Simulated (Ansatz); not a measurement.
This Ansatz (a quantum-chemistry and plane-wave program) input is the reference run, Nb2O5 (space group C2/m, No. 12; a cell from a computed database, its experimental status unchecked), computed with PBEsol (Ansatz), no SOC, earlier PAW set:

Ansatz 0.2 input:
```yaml
crystal:
  lattice:
    - [6.4335510099, -1.9101574338, 0]
    - [6.4335510099, 1.9101574338, 0]
    - [-0.0460345793, 0, 3.9597716496]
  atoms:
    - { symbol: Nb, position: [0.8533808325, 0.8533808325, 0.9371495176] }
    - { symbol: Nb, position: [0.1466191675, 0.1466191675, 0.0628504824] }
    - { symbol: O, position: [0.851118826, 0.851118826, 0.4867853539] }
    - { symbol: O, position: [0.148881174, 0.148881174, 0.5132146461] }
    - { symbol: O, position: [0, 0, 0] }
    - { symbol: O, position: [0.684844813, 0.684844813, 0.0038013446] }
    - { symbol: O, position: [0.315155187, 0.315155187, 0.9961986554] }
basis: { ecutwfc: 420, ecutrho_ratio: 4, xc_grid: 2, fft_grid_basis: typed }
kpoints: { mp_grid: { grid: [9, 9, 8] } }
hamiltonian:
  xc: pbesol
  dispersion: none
  pseudopotentials: { azcp: { folder: ./paw }, kind: paw }
scf: { occupations: { method: fermi_dirac, width: 0.05 }, convergence: { dr2_threshold: 0.0000000007 } }
output: { forces: true, stress: true }
```

Question: Write the input for this change: the cell is scaled by 0.9870 in all directions; the atoms relax in the strained cell.

Answer: 
Ansatz 0.2 input:
```yaml
crystal:
  lattice:
    - [6.3499148468, -1.8853253872, 0]
    - [6.3499148468, 1.8853253872, 0]
    - [-0.0454361298, 0, 3.9082946182]
  atoms:
    - { symbol: Nb, position: [0.8533808325, 0.8533808325, 0.9371495176] }
    - { symbol: Nb, position: [0.1466191675, 0.1466191675, 0.0628504824] }
    - { symbol: O, position: [0.851118826, 0.851118826, 0.4867853539] }
    - { symbol: O, position: [0.148881174, 0.148881174, 0.5132146461] }
    - { symbol: O, position: [0, 0, 0] }
    - { symbol: O, position: [0.684844813, 0.684844813, 0.0038013446] }
    - { symbol: O, position: [0.315155187, 0.315155187, 0.9961986554] }
basis: { ecutwfc: 420, ecutrho_ratio: 4, xc_grid: 2, fft_grid_basis: typed }
kpoints: { mp_grid: { grid: [9, 9, 8] } }
hamiltonian:
  xc: pbesol
  dispersion: none
  pseudopotentials: { azcp: { folder: ./paw }, kind: paw }
scf: { occupations: { method: fermi_dirac, width: 0.05 }, convergence: { dr2_threshold: 0.0000000007 } }
relax: { f_tol: 0.005, max_steps: 50 }
output: { forces: true, stress: true }
checkpoint: { write: state.ck, write_every: 1000 }
```
This is the input that was run.

Whether these cells are dynamically stable was not tested.
